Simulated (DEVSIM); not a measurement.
Structure: abrupt Ge p-n junction, at 300 K.

Layer 1 from the left is Ge, thickness (μm) 0.590, Na (cm⁻³) 8e15, τn (s) 3.9e-7, τp (s) 3.9e-7. Layer 2 from the left is Ge, thickness (μm) 0.870, Nd (cm⁻³) 4.4e14, τn (s) 3.9e-7, τp (s) 3.9e-7.

Left contact: ohmic. Right contact: ohmic. Voltage is applied to the left contact. Recombination: SRH at mid-gap, radiative. Mobility is μmin + (μ − μmin)/(1 + (N/Nref)^α).

This is a model device: material constants are rounded textbook-type values typed into the input, and sizes, dopings and lifetimes were drawn at random. Values at 300 K.

Ge: gap (eV) 0.664, affinity (eV) 4, permittivity 16, Nc (cm⁻³) 1.04e19, Nv (cm⁻³) 6e18, μn (cm²/Vs) 3900, μp (cm²/Vs) 1900, μn,min 150, μp,min 100, Nref,n 2.6e17, Nref,p 4e17, αn 0.56, αp 0.6, B (cm³/s) 6.4e-14.

Model (solved in DEVSIM): 1D drift-diffusion, Boltzmann statistics, complete ionisation; no tunnelling, impact ionisation, image-force lowering or self-heating.

Question: What does the simulation give for the potential step across the device at zero bias, the largest field in the device at zero bias?

Answer: potential step across the device at zero bias 0.233 V; largest field in the device at zero bias 5400 V/cm.
